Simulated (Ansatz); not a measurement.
An Ansatz (a program for electronic structure) input (plane-wave PAW DFT at the r2SCAN level (Ansatz, 500 eV), without spin-orbit coupling):

Ansatz 0.2 input:
```yaml
crystal:
  lattice:
    - [2.8003919597, 0, 0]
    - [0, 2.8003919597, 0]
    - [1.4001959798, -1.4001959798, 1.8936635947]
  atoms:
    - { symbol: Ir, position: [0, 0, 0] }
basis: { ecutwfc: 500, ecutrho_ratio: 4, xc_grid: 4, fft_grid_basis: typed }
kpoints: { mp_grid: { grid: [29, 29, 29] } }
hamiltonian:
  xc: r2scan
  dispersion: none
  pseudopotentials: { kind: paw }
scf: { occupations: { method: fermi_dirac, width: 0.1 } }
relax: { f_tol: 0.005, max_steps: 50, cell: { stress_tol: 0.01, fix: [a, b, gamma] } }
output: { forces: true, stress: true }
checkpoint: { write: state.ck, write_every: 1000 }
```

Q: Which symmetry and how many k-points will the program report, and about how many plane waves at Γ?

A: Space group I4/mmm (ITA 139) with 16 operations, k-points 1800 of 24389, and 371 plane waves at Γ.

Q: And the final pressure?

A: -11.71 GPa (compression positive).

The cells carry an imposed strain or load. No phonon test of stability was made. All final runs are without spin polarisation. The cell was made from Ir in the fcc (Cu type) structure (space group Fm-3m, No. 225) by this change: biaxial strain +3.00 %, plane normal [001], relaxed out of plane.
